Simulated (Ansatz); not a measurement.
**BBi (model structure, started from the WC type, P-6m2, No. 187, 2 atoms in the cell)**

Calculation: PBEsol (Ansatz, an electronic-structure program, PAW).

Run with plane-wave cutoff 500 eV, 18×18×12 k mesh (along the axes of the cell as run), Fermi–Dirac smearing 0.05 eV, scalar-relativistic PAW data made under PBE.

Cell (relaxed at this level):

```
BiB
1.0
    3.57617     0.00000     0.00000
   -1.78809     3.09705     0.00000
    0.00000     0.00000     3.33978
B Bi
1 1
Direct
  0.00000   0.00000   0.00000
  0.66667   0.33333   0.50000
```

For BBi (model structure, started from the WC type, P-6m2, No. 187, 2 atoms in the cell), the band gap is none.

Note: the relaxation could raise the start's symmetry but not lower it, so the cell can be a saddle point.

Spin–orbit coupling is not included; it can shift volumes and moduli of such heavy elements.

The result took around 2.9 core-minutes (rough).

A model structure was made by putting elements into a prototype or built by hand; it is no filed structure, need not be a known phase, and can be a saddle point held by its symmetry.
